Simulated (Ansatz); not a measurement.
Cell of (CdS)6/(CdSe)6 wurtzite (0001) superlattice on CdS -1.0%, with its geometry taken from a PBE run:

```
CELL_PARAMETERS angstrom
      4.15433     0.00000     0.00000
     -2.07716     3.59775     0.00000
      0.00000     0.00000    43.09010
ATOMIC_POSITIONS crystal
  Cd 0.33333 0.66667 0.00205
  S  0.33333 0.66667 0.06124
  Cd 0.66667 0.33333 0.08183
  S  0.66667 0.33333 0.14122
  Cd 0.33333 0.66667 0.16180
  S  0.33333 0.66667 0.22119
  Cd 0.66667 0.33333 0.24177
  S  0.66667 0.33333 0.30116
  Cd 0.33333 0.66667 0.32174
  S  0.33333 0.66667 0.38112
  Cd 0.66667 0.33333 0.40171
  S  0.66667 0.33333 0.46111
  Cd 0.33333 0.66667 0.48168
  Se 0.33333 0.66667 0.54364
  Cd 0.66667 0.33333 0.56858
  Se 0.66667 0.33333 0.63033
  Cd 0.33333 0.66667 0.65527
  Se 0.33333 0.66667 0.71702
  Cd 0.66667 0.33333 0.74197
  Se 0.66667 0.33333 0.80371
  Cd 0.33333 0.66667 0.82866
  Se 0.33333 0.66667 0.89041
  Cd 0.66667 0.33333 0.91535
  Se 0.66667 0.33333 0.97709
```

The numbers are results of HSE06 with spin-orbit coupling (plane waves to 420 eV, PAW; Ansatz, a program for electronic structure), not measurements.  Its k-point mesh 6×6×1, Fermi–Dirac width 0.01 eV. HSE06 ran on meshes of its own (6×6×1); its edges and gaps are taken over the mesh and over extra points off it, mostly where PBE has its edges.

Q: Give the plane-averaged electrostatic potential energy of an electron along the normal (the smooth PAW potential), about its mean over the cell.

A: 
```
z (Å)   V (eV)
------  ------
0.000    -3.21
0.431    -1.45
1.005     2.78
1.436     4.54
1.867     3.21
2.442    -2.34
2.873    -5.27
3.447    -3.75
3.878    -1.50
4.309     1.68
4.884     4.59
5.314     3.26
5.745    -1.21
6.320    -5.21
6.751    -4.52
7.182    -2.25
7.756     1.76
8.187     4.40
8.618     4.23
9.193    -1.16
9.623    -4.33
10.198   -4.45
10.629   -2.18
11.060    0.64
11.634    4.46
12.065    4.28
12.496    0.27
13.071   -4.28
13.502   -5.14
13.932   -2.83
14.507    0.71
14.938    3.98
15.512    4.34
15.943    0.31
16.374   -3.18
16.949   -5.07
17.380   -2.76
17.811   -0.29
18.385    4.05
18.816    4.80
19.247    1.98
19.821   -3.14
20.252   -5.33
20.683   -3.41
21.258   -0.19
21.689    3.26
22.263    5.02
22.694    2.68
23.125    0.49
23.700   -2.31
24.130   -3.88
24.561   -2.41
25.136    0.84
25.567    4.11
25.998    4.97
26.572    1.63
27.003   -0.04
27.434   -2.36
28.009   -3.51
28.439   -1.90
29.014    1.94
29.445    4.61
29.876    4.58
30.450    0.88
30.881   -0.64
31.312   -3.34
31.887   -3.02
32.318   -1.23
32.748    1.87
33.323    4.83
33.754    3.69
34.328    0.32
34.759   -1.48
35.190   -3.99
35.765   -2.60
36.196   -0.41
36.627    2.97
37.201    4.79
37.632    2.48
38.063    0.26
38.637   -2.52
39.068   -4.13
39.499   -2.67
40.074    0.56
40.505    3.85
41.079    4.42
41.510    1.42
41.941   -0.25
42.516   -3.49
42.946   -3.76
```
